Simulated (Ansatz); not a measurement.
The starting structures come from a database of crystals and need not be the phases stable at ambient conditions.

By PBEsol, the system below comes out a metal.

A figure of merit of an interconnect metal is its ballistic conductance per area.

Data:

```
CELL_PARAMETERS angstrom
      5.74171     0.00000     0.00000
      0.00000     6.20331     0.00000
      0.00000     0.00000     3.27062
ATOMIC_POSITIONS crystal
  P  0.68562 0.56784 0.75000
  P  0.31438 0.43216 0.25000
  P  0.81438 0.06784 0.25000
  P  0.18562 0.93216 0.75000
  W  0.01371 0.31278 0.75000
  W  0.98629 0.68722 0.25000
  W  0.48629 0.81278 0.25000
  W  0.51371 0.18722 0.75000
```

Space group of this cell: Pnma. The cell is taken as given; by PBEsol its mean pressure is -3.7 GPa.

The current flows along the normal of the first two printed cell vectors. No spin-orbit coupling; the value is a mean over 0.1 eV about the Fermi level.

Task: Predict the ballistic conductance per area from Ansatz (a quantum-chemistry and plane-wave program) with PBEsol.

Result: 0.46 × 10¹⁵ S/m² for both spins.
